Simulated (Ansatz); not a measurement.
An Ansatz (an electronic-structure program) run: Bi2Te3 with a change (pressure 3 GPa); plane-wave PAW DFT at the PBE-D3(BJ) level (Ansatz, 420 eV), without spin-orbit coupling, earlier PAW set.

Input:

Ansatz 0.2 input:
```yaml
crystal:
  lattice:
    - [2.1937355296, 1.2665537986, 10.0965395889]
    - [-2.1937355296, 1.2665537986, 10.0965395889]
    - [0, -2.5331075971, 10.0965395889]
  atoms:
    - { symbol: Bi, position: [0.4001451634, 0.4001451634, 0.4001451634] }
    - { symbol: Bi, position: [0.5998548366, 0.5998548366, 0.5998548366] }
    - { symbol: Te, position: [0, 0, 0] }
    - { symbol: Te, position: [0.2093556227, 0.2093556227, 0.2093556227] }
    - { symbol: Te, position: [0.7906443773, 0.7906443773, 0.7906443773] }
basis: { ecutwfc: 420, ecutrho_ratio: 4, xc_grid: 2, fft_grid_basis: typed }
kpoints: { mp_grid: { grid: [9, 9, 9] } }
hamiltonian:
  xc: pbe
  dispersion: d3bj
  pseudopotentials: { azcp: { folder: ./paw }, kind: paw }
scf: { occupations: { method: fermi_dirac, width: 0.05 } }
relax: { f_tol: 0.01, max_steps: 60, cell: { stress_tol: 0.02, p_target: 3.0 } }
output: { forces: true, stress: true }
checkpoint: { write: state.ck, write_every: 1000 }
```

Output (explanatory and most iteration lines left out):

```
Relaxation: its limit of steps is 60 (relax.max_steps)
Pseudopotential: Bi, paw, valence charge 15
Pseudopotential: Te, paw, valence charge 16
Crystal: 5 atoms, lattice volume = 168.318 Å³
Basis set: ecut = 420 eV, 3315 PW (Γ), exchange–correlation on 144×144×144 points (8 copies of the dense FFT grid, shifted against one another)
Bands: 47, of which v1, the nominal top of the filled ones, is band 39 counted from 1 (38 counted from 0)
Symmetry: 12 space group operations
Space group: R-3m (ITA 166), of the structure as read, at distance tolerance 5.5e-5 Å
k-points: 85 of 729
Functional: x = pbe(κ = 0.804, μ = 0.2195149727645171), c = pbe(β = 0.06672455060314922)
SCF iter   1: F=—  HF=-45742.107870 eV  |F-HF|=—  |Δ(HF+E_count)|=         —  Δρ=1.54e-2  dr2=6.51e-1  ethr=3.10e-3  ⟨swp⟩=12.0  Hψ=19152  notcnv=0  defer=5
SCF iter   2: F=—  HF=-45742.044803 eV  |F-HF|=—  |Δ(HF+E_count)|=   6.31e-2  Δρ=9.65e-3  dr2=2.59e-1  ethr=8.34e-4  ⟨swp⟩=2.0  Hψ=5217  notcnv=0  defer=104
SCF 1 converged in 7 iterations: F = -45742.006779 eV  dr2 = 9.98e-8
relax step   1: F+E_penalty+E_count = -45742.00677891 eV  Δ(F+E_penalty+E_count) = +0.000e0 eV  max|allowed force component| = 8.434e-4 eV/Å  Δτ_max = 0.0000 Å  P = +0.002 GPa  Ω = 168.318 Å³  (7 SCF iters, dr2 threshold 1.00e-7 eV, accepted)
[... steps on the carried basis left out ...]
relax step   6: F+E_penalty+E_count = -45741.91715102 eV  Δ(F+E_penalty+E_count) = +1.264e-3 eV  max|allowed force component| = 7.218e-3 eV/Å  Δτ_max = 0.0000 Å  P = +2.993 GPa  Ω = 157.932 Å³  stress off target by 8.17e-3 GPa  SCF on the basis re-selected at this cell (its energy is not comparable with the rows above)  (6 SCF iters)
SCF converged after 6 iterations
Free energy (F): -45741.917151 eV
Internal energy: -45741.917003 eV  (E = F + TS)
E sigma→0 (E₀):  -45741.917077 eV
Entropy (-TS):   -0.000148 eV (-0.030 meV/atom)
Fermi energy:    10.659295 eV
  E_disp       = -2.407157  (pairwise vdW)
--- Forces (eV/Å), atoms counted from 1 ---
  atom   1  Bi     0.00000000     0.00000000     0.00721834
  atom   2  Bi    -0.00000000    -0.00000000    -0.00721834
  atom   3  Te     0.00000000    -0.00000000    -0.00000000
  atom   4  Te     0.00000000     0.00000000     0.00423760
  atom   5  Te    -0.00000000    -0.00000000    -0.00423760
--- Stress (GPa, compression-positive) ---
        2.994327       0.000000       0.000000
        0.000000       2.994327      -0.000000
        0.000000      -0.000000       2.991835
  P = ⅓ Tr σ = 2.9935 GPa (29.935 kbar)
--- Relaxed structure (5 steps of the walk, 5 accepted, 1 SCFs on fresh bases) ---
  cell:  # Å, volume = 157.9318 Å³
    - [2.150587969485724, 1.2416425431148248, 9.857448232554527]
    - [-2.150587969485724, 1.2416425431148248, 9.857448232554527]
    - [1.2992700638969565e-33, -2.4832850861808358, 9.857448232560674]
  atoms:
    - { symbol: Bi, position: [0.4009011970718491, 0.4009011970718491, 0.4009011970718491] }
    - { symbol: Bi, position: [0.5990988029281511, 0.5990988029281511, 0.599098802928151] }
    - { symbol: Te, position: [-1.2599668805751478e-19, -1.2599668805751124e-19, -1.259966880595016e-19] }
    - { symbol: Te, position: [0.20676275087504445, 0.20676275087504445, 0.20676275087504442] }
    - { symbol: Te, position: [0.7932372491249556, 0.7932372491249556, 0.7932372491249555] }
```

Spin-orbit coupling, missing from the scalar runs, can matter with Bi and Te. Load acts through the strain it causes; cell and atoms are relaxed under it. No phonon test of stability was made. The cell was made from Bi2Te3 in the Bi2Te3 type structure (space group R-3m, No. 166) by this change: pressure 3 GPa.
